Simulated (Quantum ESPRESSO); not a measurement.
# How a calculation on MgS (Fm-3m, 2 atoms in the cell) responds to its settings

```yaml
crystal:
  lattice:
    - [-2.59450, 0.00000, 2.59450]
    - [0.00000, 2.59450, 2.59450]
    - [-2.59450, 2.59450, 0.00000]
  atoms:
    - { symbol: Mg, position: [0.00000, 0.00000, 0.00000] }
    - { symbol: S, position: [0.50000, 0.50000, 0.50000] }
```

Base run A: PBE, PseudoDojo standard norm-conserving (PBE) pseudopotentials in Quantum ESPRESSO, self-consistent single point.

Its settings: ecutwfc = 85 Ry; occupations = smearing; smearing = gauss; degauss = 0.0036749 Ry; potentials = {Mg: Mg.upf, S: S.upf}; K_POINTS = automatic 11 11 11 0 0 0; conv_thr = 1e-10 Ry.

The starting cell comes from a database of computed structures (which also holds hypothetical and non-ambient phases and stackings), without a prior relaxation at this level. Its lattice was rescaled by a random factor within 2.5 % of one. Another mesh or the band path of this cell gives a smaller gap, so this value is not converged in the mesh.

ΔF is the free energy per atom less that of run A. 

Run A gave: pressure (GPa) 1.87; gap on the mesh (eV) 2.891; k-points 56.

Runs:
- B: K_POINTS = automatic 9 9 9 0 0 0
- C: K_POINTS = automatic 9 9 9 1 1 1
- D: K_POINTS = automatic 10 10 10 0 0 0
- E: K_POINTS = automatic 10 10 10 1 1 1
- F: K_POINTS = automatic 11 11 11 1 1 1
- G: K_POINTS = automatic 12 12 12 0 0 0
- H: K_POINTS = automatic 12 12 12 1 1 1
- I: K_POINTS = automatic 11 11 11 0 0 1

Problem. What does run F change against A?

Solution. The free energy is nearly the same (within 1 meV/atom), the pressure stays at 1.87 GPa and the gap on the mesh goes from 2.891 to 2.915 eV.

Problem. What does run G change against A?

Solution. The free energy hardly moves (within 1 meV/atom), the pressure stays at 1.87 GPa and the gap on the mesh goes from 2.891 to 2.803 eV.

Problem. What does run I change against A?

Solution. The free energy is nearly the same (within 1 meV/atom), the pressure stays at 1.87 GPa and the gap on the mesh goes from 2.891 to 2.915 eV.

```
run  ΔF (meV/atom)  pressure (GPa)  gap on the mesh (eV)  k-points
---  -------------  --------------  --------------------  --------
A             0.00            1.87                 2.891        56
B             0.03            1.88                 2.933        35
C             0.00            1.87                 2.967        85
D             0.01            1.88                 2.803        47
E             0.00            1.87                 2.937       110
F             0.00            1.87                 2.915       146
G             0.00            1.87                 2.803        72
H             0.00            1.87                 2.897       182
I             0.00            1.87                 2.915       146
```
